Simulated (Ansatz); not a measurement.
## MgS under a change: uniaxial strain ε_zz = +3.00 %

The reference is MgS in the rock salt structure (space group Fm-3m, No. 225; a = 5.203 Å). Axes: x, y, z lie along the cube axes.

It is then changed as follows: uniaxial strain ε_zz = +3.00 %, all other strain components held at zero, atoms relaxed at fixed cell.

All numbers come from r2SCAN in Ansatz (plane waves to 500 eV, PAW, without spin-orbit coupling). Settings: 11×11×11 k-points, 0.05 eV Fermi–Dirac smearing.

| quantity | base | changed | shift |
|---|---|---|---|
| volume per atom | 17.61 Å³ | 18.13 Å³ | +0.528 Å³ |
| space group | Fm-3m (No. 225) | I4/mmm (No. 139) | – |
| shortest interatomic distance | 260.2 pm | 260.2 pm | 0.0 pm |
| energy relative to the base (free energy F) | 0 meV/atom | +6.6 meV/atom | +6.6 meV/atom |
| band gap | 3.46 eV | 3.28 eV | -0.187 eV |
| gap character | – | indirect, Γ → X | – |
| smallest direct gap | 4.64 eV | 4.32 eV | -0.32 eV |
| electron mass | 0.53 mₑ along k, 0.31 mₑ across (at X) | 0.50 mₑ along k, 0.31 mₑ across (at X) | – |
| hole mass | – | 0.26 mₑ along z, 1.00 mₑ across (at Γ) | – |
| valence-band top at Γ (three highest levels, from the VBM) | 0.00, 0.00, 0.00 eV | 0.00, -0.12, -0.12 eV | – |
| valley order (the lowest conduction-band minima on the path, energy above the VBM, named in the base's zone) | X along ⟨100⟩ 3.46 eV; Γ 4.64 eV | X along [100] 3.28 eV; X along [001] 3.44 eV; Γ 4.32 eV | – |
| stress (xx, yy, zz, yz, xz, xy; compression positive) | – | (-1.24, -1.24, -3.79, 0.00, 0.00, 0.00) GPa | – |

Final structure:

```
MgS
1.0
    0.00000     2.60152     2.67956
    2.60152     0.00000     2.67956
    2.60152     2.60152     0.00000
Mg S
1 1
Cartesian
  0.00000   0.00000   0.00000
  2.60152   2.60152   2.67956
```

Effective masses come from finite differences of ±0.01 Å⁻¹. Along k means along the line from Γ to the band edge. Stability against distortions was not tested. Labels are those of the standard path for the cell's own space group.

Ansatz is a first-principles code.
